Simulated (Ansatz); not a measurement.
Start from YP in the zinc blende structure (space group F-43m, No. 216; a = 6.289 Å; a hypothetical phase, not in the database extracts checked). Axes: x, y, z lie along the cube axes.

All numbers come from r2SCAN (Ansatz, a quantum-chemistry and plane-wave program, PAW, no spin-orbit coupling).

Strains are applied to the cell and any free atomic positions relax; under biaxial strain the out-of-plane vector relaxes too.

One change was made to it. Results:

```tsv
quantity	base	after
band gap	1.94 eV	1.86 eV
energy relative to the base (free energy F)	0 meV/atom	+2.4 meV/atom
```

**Question.** Which change produced these results?
A) uniaxial strain ε_yy = +2.87 %
B) uniaxial strain ε_zz = −1.93 %
C) biaxial strain −0.94 %, plane normal [110], relaxed out of plane

**Answer.** B, uniaxial strain ε_zz = −1.93 %. For comparison, the energy relative to the base in the other runs: biaxial strain −0.94 %, plane normal [110], relaxed out of plane gives +1.0 meV/atom; uniaxial strain ε_yy = +2.87 % gives +5.2 meV/atom.

No phonon test of stability was made.
